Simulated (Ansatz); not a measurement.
A computed series for LaN: pressure series

The parent structure is LaN (space group P4/nmm, No. 129; a = 3.7052 Å, c = 5.2721 Å; a model cell, its experimental status unchecked).

Cell and atoms are relaxed at each pressure.

The values are results of PBEsol, PAW, 420 eV (Ansatz, a program for electronic structure; no spin-orbit coupling), not measurements.

| pressure (GPa) | volume per atom (Å³/atom) |
|---|---|
| -2 | 18.395 |
| -1 | 18.241 |
| 0 | 18.095 |
| 0.3 | 18.052 |
| 0.7 | 17.996 |
| 3 | ? |
| 5 | 17.434 |
| 7.5 | 17.134 |
| 10 | 16.857 |

Question: Fit the third-order Birch–Murnaghan form P(V) = (3B₀/2)[(V₀/V)^(7/3) − (V₀/V)^(5/3)]·[1 + (3/4)(B₀′ − 4)((V₀/V)^(2/3) − 1)] (squares taken in P) to the rows shown and predict the withheld row.

Answer: Least squares on the printed values gives V₀ = 18.096 Å³/atom, B₀ = 126 GPa, B₀′ = 3.2; this predicts 17.685 Å³/atom, and the run gives 17.686 Å³/atom, in agreement.

Load acts through the strain it causes; cell and atoms are relaxed under it. Whether these cells are dynamically stable was not tested. No other phases were tried under pressure. The base started in Pnma and relaxed to P4/nmm at this level. All final runs are without spin polarisation.
